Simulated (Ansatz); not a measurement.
The starting structures come from a database of crystals and need not be the phases stable at ambient conditions.

 Where the default PAW files enter, the runs use the earlier of Ansatz's two default sets.

The decay constant κ of evanescent states in the gap governs leakage through a thin film.

Data:

```yaml
crystal:
  lattice:
    - [4.36618, 0.00000, 0.00000]
    - [0.00000, 6.64006, 0.00000]
    - [0.00000, 3.32003, 3.50282]
  atoms:
    - { symbol: Cu, position: [0.25000, 0.41307, 0.17386] }
    - { symbol: Cu, position: [0.75000, 0.58693, 0.82614] }
    - { symbol: I, position: [0.25000, 0.78610, 0.42780] }
    - { symbol: I, position: [0.75000, 0.21390, 0.57220] }
```

Space group of this cell: Cmcm. The cell was relaxed by PBE-D3(BJ); by r2SCAN its mean pressure is 1.4 GPa.

Transport runs along the normal of the first two printed cell vectors.

The gap is the functional's own, uncorrected, and κ follows it; spin-orbit coupling is left out. Mid-gap values are interpolated between the computed energies.

State the band gap and the smallest decay constant κ at mid-gap according to r2SCAN (Ansatz, a first-principles code).

Gap 1.29 eV on a 8×8×8 mesh; κ = 0.157 1/Å, at the zone centre.
